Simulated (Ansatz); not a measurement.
The reference is MoS2 (space group P6_3/mmc, No. 194; a = 3.109 Å, c = 11.709 Å; layered, stacked along the Cartesian z axis). Axes: x lies along a and z along c of the hexagonal cell.

Method: PBEsol-D3(BJ)/PAW in Ansatz (a program for electronic structure), without spin-orbit coupling.

For the base:

The band gap is 0.52 eV and the shortest interatomic distance comes out as 2.380 Å. The gap character is indirect, Γ → K–Γ (44 % along).

One thing is altered: tensile biaxial strain of 3.00 % in the plane normal to [001], as in epitaxy on a mismatched substrate; the out-of-plane cell vector and the atoms relax.

Q: What does the calculation give for the band gap after the change?

A: The band gap decreases by 0.05 eV to 0.47 eV.

Q: What does the calculation give for the shortest interatomic distance after the change?

A: The shortest interatomic distance goes up by 0.0204 Å (2.380 Å → 2.401 Å).

Q: What happens to the gap character?

A: The gap character changes from indirect, Γ → K–Γ (44 % along) to indirect, Γ → K.

Stability against distortions was not tested.
